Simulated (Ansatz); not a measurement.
The starting structures come from a database of crystals and need not be the phases stable at ambient conditions.

Inside the gap of an insulator the Bloch states are evanescent, with a wavenumber k + iκ along the transport direction.

Data:

```yaml
crystal:
  lattice:
    - [7.70887, 0.00000, 0.00000]
    - [0.00000, 9.80278, 0.00000]
    - [0.00000, 1.60545, 5.37572]
  atoms:
    - { symbol: K, position: [0.75000, 0.37006, 0.79998] }
    - { symbol: K, position: [0.25000, 0.62994, 0.17004] }
    - { symbol: V, position: [0.75000, 0.78422, 0.85778] }
    - { symbol: V, position: [0.25000, 0.21578, 0.64200] }
    - { symbol: Cu, position: [0.50000, 0.00000, 0.73426] }
    - { symbol: Cu, position: [0.00000, 0.00000, 0.73426] }
    - { symbol: Cu, position: [0.25000, 0.21706, 0.14205] }
    - { symbol: Cu, position: [0.75000, 0.78294, 0.35911] }
    - { symbol: Se, position: [0.00103, 0.21996, 0.40220] }
    - { symbol: Se, position: [0.99897, 0.78004, 0.62216] }
    - { symbol: Se, position: [0.49897, 0.21996, 0.40220] }
    - { symbol: Se, position: [0.50103, 0.78004, 0.62216] }
    - { symbol: Se, position: [0.75000, 0.99076, 0.99917] }
    - { symbol: Se, position: [0.25000, 0.00924, 0.98993] }
    - { symbol: Se, position: [0.25000, 0.41794, 0.77405] }
    - { symbol: Se, position: [0.75000, 0.58206, 0.19199] }
```

Space group of this cell: Ama2. The cell is taken as given; by PBEsol its mean pressure is -2.7 GPa.

Transport runs along the normal of the first two printed cell vectors.

No gap correction and no spin-orbit coupling; mid-gap values are interpolated between computed energies.

Task: Compute, with Ansatz (a quantum-chemistry and plane-wave program) with PBEsol, the band gap and the smallest decay constant κ at mid-gap.

Result: Gap 0.80 eV on a 4×6×6 mesh; κ = 0.230 1/Å, at the zone centre.
